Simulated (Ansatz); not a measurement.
## Ansatz run on Bi₂Te₃ (R-3m, 5 atoms in the cell): self-consistent single point

Method: PBE (plane waves, PAW; Ansatz, a first-principles code).

This input was run:

Ansatz 0.2 input:
```yaml
# Bi2Te3
crystal:
  lattice:
    - [10.292890, -2.200950, 0.000000]
    - [10.292890, 2.200950, 0.000000]
    - [9.822256, 0.000000, 3.782994]
  atoms:
    - { symbol: Bi, position_ang: [12.163214, -0.000000, 1.513198] }
    - { symbol: Bi, position_ang: [18.244822, 0.000000, 2.269796] }
    - { symbol: Te, position_ang: [0.000000, 0.000000, 0.000000] }
    - { symbol: Te, position_ang: [6.385688, -0.000000, 0.794429] }
    - { symbol: Te, position_ang: [24.022348, -0.000000, 2.988565] }
basis:
  ecutwfc: 30.9 Ry
kpoints:
  mp_grid: { grid: [5, 5, 5] }
hamiltonian:
  xc: pbe
  pseudopotentials: { kind: paw }
scf:
  occupations: { method: fermi_dirac, width: 0.0007 Ry }
output:
  forces: true
  eigenvalues: true
  stress: true
```

Output, abridged:

```
WARN ansatz: RAYON_NUM_THREADS=1 ignored (pool sized by the plan → 1); use --threads N
basis.fft_grid_basis auto: the FFT boxes are laid along the combinations [[1, 0, -1], [0, 1, -1], [0, 0, 1]] of the cell's own vectors, 4.402, 4.402 and 10.526 …
Pseudopotentials: kind: paw
Pseudopotential: Bi, paw, valence charge 15
Pseudopotential: Te, paw, valence charge 16
Crystal: 5 atoms, lattice volume = 171.401 Å³
Basis set: ecut = 420.4159175005146 eV, 3359 PW (Γ), FFT grids on a1−a3, a2−a3, a3, exchange–correlation on 60×60×144 points (8 copies of the dense FFT grid, shifted against one another)
Bands: 47, of which v1, the nominal top of the filled ones, is band 39 counted from 1 (38 counted from 0)
Symmetry: 12 space group operations
Space group: R-3m (ITA 166), of the structure as read, at distance tolerance 5.6e-5 Å
k-points: 19 of 125
Initial density: superposition of atomic densities (neutral atoms: chi_scale 0, normalization atom), corrected by the library's trained network
Initial wavefunctions: pseudopotential atomic-orbital guess
Eigensolver: davidson
Functional: x = pbe(κ = 0.804, μ = 0.2195149727645171), c = pbe(β = 0.06672455060314922)
SCF iter   1: F=—  HF=-45734.135395 eV  |F-HF|=—  |Δ(HF+E_count)|=         —  Δρ=1.09e-3  dr2=3.14e-3  ethr=1.77e-3  ⟨swp⟩=8.7  Hψ=3836  notcnv=0
all-band conjugate gradients solve this SCF's bands
preconditioner: auto → Resta (q_TF=auto, 2.393 Å⁻¹)
SCF iter   2: F=—  HF=-45734.131591 eV  |F-HF|=—  |Δ(HF+E_count)|=   3.80e-3  Δρ=5.52e-4  dr2=5.47e-4  ethr=4.03e-6  ⟨swp⟩=3.0  Hψ=2095  notcnv=0  defer=35
SCF iter   3: F=—  HF=-45734.131761 eV  |F-HF|=—  |Δ(HF+E_count)|=   1.71e-4  Δρ=2.25e-4  dr2=8.59e-5  ethr=7.02e-7  ⟨swp⟩=2.0  Hψ=1431  notcnv=0  defer=35
SCF iter   4: F=—  HF=-45734.131832 eV  |F-HF|=—  |Δ(HF+E_count)|=   7.08e-5  Δρ=7.58e-5  dr2=1.30e-5  ethr=1.10e-7  ⟨swp⟩=2.0  Hψ=1124  notcnv=0  defer=35
SCF iter   5: F=—  HF=-45734.131840 eV  |F-HF|=—  |Δ(HF+E_count)|=   8.11e-6  Δρ=3.28e-5  dr2=9.02e-6  ethr=1.67e-8  ⟨swp⟩=2.0  Hψ=1124  notcnv=0  defer=35
SCF iter   6: F=—  HF=-45734.131840 eV  |F-HF|=—  |Δ(HF+E_count)|=   2.65e-7  Δρ=1.09e-5  dr2=2.40e-7  ethr=1.16e-8  ⟨swp⟩=1.8  Hψ=930  notcnv=0  defer=35
SCF iter   7: F=-45734.131840 eV  HF=-45734.131840 eV  |F-HF|=6.53e-9  |Δ(HF+E_count)|=   3.31e-7  Δρ=3.37e-6  dr2=2.57e-8  ethr=1.28e-10  ⟨swp⟩=10.9  Hψ=4356  notcnv=0
SCF 1 converged in 7 iterations: F = -45734.131840 eV  dr2 = 2.57e-8
SCF converged after 7 iterations
Free energy (F): -45734.131840 eV
Harris-Foulkes:  -45734.131840 eV  (|F-HF|=6.53e-9)
Internal energy: -45734.131840 eV  (E = F + TS)
E sigma→0 (E₀):  -45734.131840 eV
Fermi energy:    9.261730 eV
--- Per-component energies (eV) ---
  E_band       = -1003.750684
  E_kinetic    = 1143.687548
  E_local      = -6926.042462  (includes V_loc(G=0)·N_el)
  E_nonlocal   = 191.541398
  E_hartree    = 3449.978398
  E_xc         = -676.157863
  E_vxc        = -601.455159  (∫ρ·V_xc dr)
  E_paw        = -35312.461749  (= ΣΔE_a)
  E_vpaw       = -1711.436489  (= ΣTr[D̂ρ^β])
  E_aug_tail   = -0.001431  (compensation charges beyond the density's cutoff)
  E_ewald      = -7604.675679
  E_smearing   = -0.000000  (= −TS)
  E_closure    = -0.000000  (closes the sum)
  Σ components = -45734.131840   (vs F -45734.131840, Δ=0.00e0)
--- Forces (eV/Å), atoms counted from 1 ---
  atom   1  Bi    -0.03099692    -0.00000000    -0.00385626
  atom   2  Bi     0.03099692     0.00000000     0.00385626
  atom   3  Te    -0.00000000    -0.00000000    -0.00000000
  atom   4  Te     0.02777957     0.00000000     0.00345599
  atom   5  Te    -0.02777957     0.00000000    -0.00345599
  max |Σ_I F_I| component: 4.63e-18 eV/Å
--- Stress (GPa, compression-positive) ---
        1.330757      -0.000000      -0.015779
       -0.000000       1.457593       0.000000
       -0.015779       0.000000       1.455630
  P = ⅓ Tr σ = 1.4147 GPa (14.147 kbar)
  The stress holds the Pulay correction. Without it, at fixed plane waves, as pw.x and ABINIT print it: P = 1.3871 GPa
--- Band table (eV; the first three rows and the last of 19) ---
  k-point 0: bands = ["-27.5598", "-27.5598", "-27.5550", "-27.5538", "-27.5538", "-27.5534", "-27.5524", "-27.5524", "-27.5518", "-27.5518", "-27.3791", "-27.3715", "-27.3715", "-27.3388", "-27.3388", "-14.0804", "-14.0804", "-14.0788", "-14.0788", [...]
  k-point 1: bands = ["-27.5597", "-27.5595", "-27.5546", "-27.5543", "-27.5535", "-27.5532", "-27.5524", "-27.5523", "-27.5516", "-27.5516", "-27.3789", "-27.3716", "-27.3715", "-27.3387", "-27.3384", "-14.0831", "-14.0813", "-14.0767", "-14.0751", [...]
  k-point 2: bands = ["-27.5597", "-27.5587", "-27.5558", "-27.5542", "-27.5528", "-27.5523", "-27.5523", "-27.5523", "-27.5517", "-27.5516", "-27.3786", "-27.3718", "-27.3716", "-27.3387", "-27.3378", "-14.0887", "-14.0864", "-14.0738", "-14.0728", [...]
  k-point 18: bands = ["-27.5597", "-27.5595", "-27.5546", "-27.5543", "-27.5535", "-27.5533", "-27.5524", "-27.5523", "-27.5516", "-27.5516", "-27.3789", "-27.3716", "-27.3715", "-27.3387", "-27.3384", "-14.0831", "-14.0813", "-14.0767", [...]
```

The run converged in 7 iterations.

The starting cell has typed, rounded lattice constants, without a prior relaxation at this level. Its lattice was rescaled by up to half a per cent. Spin-orbit coupling is off. Ansatz's pressure includes its estimate of the finite-basis (Pulay) stress.
